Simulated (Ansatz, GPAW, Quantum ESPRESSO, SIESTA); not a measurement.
## One structure in several programs: ScPb3 (I4/mmm, 4 atoms in the cell)

Self-consistent single point.

```
ScPb3
1.0
   -2.26730     2.26730     5.52468
    2.26730    -2.26730     5.52468
    2.26730     2.26730    -5.52468
Sc Pb
1 3
Direct
  0.00000   0.00000   0.00000
  0.75000   0.25000   0.50000
  0.25000   0.75000   0.50000
  0.50000   0.50000   0.00000
```

Shared settings, as Ansatz (an electronic-structure program) writes them: kpoints.mp_grid.grid = 5 5 5; scf.occupations.method = gaussian; scf.occupations.width = 0.05 eV. Potentials and cutoffs stand in the table.

```tsv
code	model	pressure (GPa)	cutoff
Ansatz	LDA (PW92), PAW files made with PBE	-4.82	420 eV
SIESTA	LDA PW92, numerical atomic orbitals DZP, PseudoDojo LDA standard norm-conserving potentials (rewritten from UPF to PSML)	-4.81	grid 400 Ry
Quantum ESPRESSO	LDA (PZ), GBRV 1.5 ultrasoft (LDA) pseudopotentials	-4.97	50 Ry
GPAW	LDA (Perdew-Wang 92), GPAW PAW datasets LDA (gpaw-data 1.0.1)	-5.10	800 eV
```

On Ansatz's run: spin-orbit coupling is off.

The spread over the programs that give each value: pressure within 0.29 GPa.

SIESTA uses small atom-centred bases, whose incompleteness enters pressures, forces and empty levels differently from a plane-wave cutoff. Ansatz's pressure is given at a fixed set of plane waves, as the other plane-wave codes print theirs. The same LDA comes in different parametrisations, which differ slightly.

On the base mesh (7 7 7) the same programs gave: Ansatz pressure -4.74 GPa; Quantum ESPRESSO pressure -4.90 GPa; GPAW pressure -5.00 GPa; SIESTA pressure -4.71 GPa.

The starting cell comes from a database of computed structures (which also holds hypothetical and non-ambient phases and stackings), without a prior relaxation at this level.

Left out of this page: CP2K (on another mesh); Elk and FLEUR (not drawn, or without a comparable value).

Keys are those of Ansatz 0.2.
